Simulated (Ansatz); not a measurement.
# Ge in the diamond structure (space group Fd-3m, No. 227)

```
Ge
1.0
    0.00000     2.88084     2.88084
    2.88084     0.00000     2.88084
    2.88084     2.88084     0.00000
Ge
2
Cartesian
  0.00000   0.00000   0.00000
  1.44042   1.44042   1.44042
```

Computed with PBE (Ansatz, an electronic-structure program; PAW; 420 eV plane waves; no spin-orbit coupling). Γ-centred 14×14×14 mesh, Fermi–Dirac width 0.05 eV.

```yaml
volume_per_atom: 23.91 Å³
density: 5.05 g/cm³
band_gap: zero
total_energy: -4294.984 eV/atom (σ→0; compares only within this code and set-up)
```

Stability against distortions was not tested. A zero or small gap of Ge can be the functional's error rather than a property of the material.
